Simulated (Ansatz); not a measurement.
# YC₂ (space group I4/mmm, No. 139)

```
YC2
1.0
   -1.81180     1.81180     3.07540
    1.81180    -1.81180     3.07540
    1.81180     1.81180    -3.07540
Y C
1 2
Direct
  0.00000   0.00000   0.00000
  0.60567   0.60567   0.00000
  0.39433   0.39433   0.00000
```

All numbers come from PBEsol (Ansatz, a first-principles code), no spin-orbit coupling. k-mesh 18×18×18 (Γ-centred); smearing 0.05 eV (Fermi–Dirac).

The volume per atom is 13.46 Å³ and the density is 4.64 g/cm³. The band gap comes out as zero. The total energy is -1429.703 eV/atom (σ→0; compares only within this code and set-up).

No phonon test of stability was made. The final runs are not spin-polarised. An odd electron count without spin: YC2.
